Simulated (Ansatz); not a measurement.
The reference is HgTe in the zinc blende structure (space group F-43m, No. 216).

```
CELL_PARAMETERS angstrom
      0.00000     3.32546     3.32546
      3.32546     0.00000     3.32546
      3.32546     3.32546     0.00000
ATOMIC_POSITIONS crystal
  Te 0.25000 0.25000 0.25000
  Hg 0.00000 0.00000 0.00000
```

Cartesian axes are those of the cell as printed.

The values are results of PBE (Ansatz, a program for electronic structure), scalar-relativistic without spin-orbit coupling, not measurements.

One thing is altered: an isotropic linear strain of −1.30 %; the atoms relax in the strained cell.

Question: Predict the stress tensor and what it implies for the stiffness.

Answer: Stress of the strained cell less that of the base (GPa, compression positive):
```
    1.5     0.0     0.0
    0.0     1.5     0.0
    0.0     0.0     1.5
```

Then B = −ΔP/(ΔV/V₀) with ΔV/V₀ = -0.0385 gives secant stiffness values (nonlinear terms included at this strain): B ≈ 39 GPa.

As a check, the harmonic strain energy −½ V₀ Δσ:ε is 6.7 meV/atom; the computed energy rise is 6.3 meV/atom.

The mesh was chosen for an insulator and is coarse for the gapless case. Stability against distortions was not tested. All final runs are without spin polarisation.
